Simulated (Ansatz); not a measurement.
The starting structures come from a database of crystals and need not be the phases stable at ambient conditions.

By PBEsol, the system below comes out a metal.

The ballistic (Sharvin) conductance counts the channels at the Fermi level: G/A = (e²/h) × channels of both spins per area.

```xyz
10
Lattice="3.7995 0.0000 0.0000 0.0000 7.2401 0.0000 0.0000 0.0000 3.7995" Properties=species:S:1:pos:R:3 pbc="T T T"
Y      0.0000     1.8100     0.0000
Y      0.0000     5.4301     0.0000
B      1.8997     0.0000     0.8187
B      1.8997     0.0000     2.9808
B      2.9808     3.6200     1.8997
B      0.8187     3.6200     1.8997
C      3.0858     0.0000     1.8997
C      0.7137     0.0000     1.8997
C      1.8997     3.6200     3.0858
C      1.8997     3.6200     0.7137
```

Space group of this cell: P4_2/mmc. The cell is taken as given; by PBEsol its mean pressure is -4.7 GPa.

The current flows along the normal of the first two printed cell vectors, the (100) plane of the conventional cell. No spin-orbit coupling; the value is a mean over 0.1 eV about the Fermi level.

Problem. Estimate the ballistic conductance per area that PBEsol run with Ansatz (a first-principles code) returns for this system.

Solution. 0.52 × 10¹⁵ S/m² for both spins.
